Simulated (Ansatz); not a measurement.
Consider MoS$_{2}$ (space group P6_3/mmc, No. 194; a = 3.149 Å, c = 12.089 Å; layered, stacked along the Cartesian z axis).

Method: DFT with PBE-D3(BJ), PAW potentials and a 420 eV plane-wave cutoff in Ansatz (a first-principles code), no SOC.

Before the change:

| Item | Result |
|---|---|
| Pressure | 0.00 GPa |

Now apply this change: an isotropic linear strain of +1.80 %; the atoms relax in the strained cell.

Task: Estimate the effect on the pressure.

Result: The pressure (mean of the normal stresses, compression positive) goes from zero to -3.61 GPa.

Task: What does the calculation give for the energy relative to the base after the change?

Result: The energy increases by 11 meV/atom.

Task: What does the calculation give for the largest internal atomic displacement after the change?

Result: The largest internal atomic displacement comes out as 0.044 Å.

No phonon test of stability was made.
